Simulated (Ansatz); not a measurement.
## Pressure series in hypothetical zinc blende KI

Consider KI in the zinc blende structure (space group F-43m, No. 216; a = 7.850 Å; a hypothetical phase, not in the database extracts checked).

Cell and atoms are relaxed at each pressure.

The values are results of PBEsol (Ansatz, a first-principles code), no SOC, not measurements.

```
change            volume per atom  band gap  width of the top valence band  smallest direct gap
----------------  ---------------  --------  -----------------------------  -------------------
base                     60.48 Å³   3.97 eV                        0.07 eV              3.98 eV
pressure 0.3 GPa         58.27 Å³   4.02 eV                        0.07 eV              4.03 eV
pressure 0.7 GPa         55.99 Å³   4.08 eV                        0.06 eV              4.09 eV
pressure 1.5 GPa         52.61 Å³   4.16 eV                        0.06 eV              4.17 eV
pressure 3 GPa           48.20 Å³   4.28 eV                        0.05 eV              4.31 eV
pressure 5 GPa           44.29 Å³   4.39 eV                        0.06 eV              4.44 eV
pressure 7.5 GPa         40.96 Å³   4.48 eV                        0.10 eV              4.58 eV
pressure 10 GPa          38.51 Å³   4.54 eV                        0.15 eV              4.69 eV
```

With I present, leaving out spin-orbit coupling can change the band edges. Load acts through the strain it causes; cell and atoms are relaxed under it. No phonon test of stability was made. No other phases were tried under pressure.
